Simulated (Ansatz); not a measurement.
Consider the following.

End structure of the (100) surface of bcc Fe, ferromagnetic, clean 1x1 (bottom of the slab: a bare face, its two planes held):

```yaml
crystal:
  lattice:
    - [2.83070, 0.00000, 0.00000]
    - [0.00000, 2.83070, 0.00000]
    - [0.00000, 0.00000, 23.50000]
  atoms:
    - { symbol: Fe, position: [0.50000, 0.50000, 0.34943] }
    - { symbol: Fe, position: [0.00000, 0.00000, 0.40966] }
    - { symbol: Fe, position: [0.50000, 0.50000, 0.47136] }
    - { symbol: Fe, position: [0.00000, 0.00000, 0.53233] }
    - { symbol: Fe, position: [0.50000, 0.50000, 0.59411] }
    - { symbol: Fe, position: [0.00000, 0.00000, 0.65371] }
```

Model: 6-atom slab, 7.1 Å thick at the start (thin: gaps and levels are the slab's own), 13x13x1 mesh, Fermi-Dirac 0.1 eV, dipole correction, 2 atoms held, the rest relaxed; start symmetry kept, larger cells not searched; spin-polarised, no spin-orbit, no U.

Question: What work function of the top face does PBE run with Ansatz (an electronic-structure program) give?

Answer: 3.93 eV
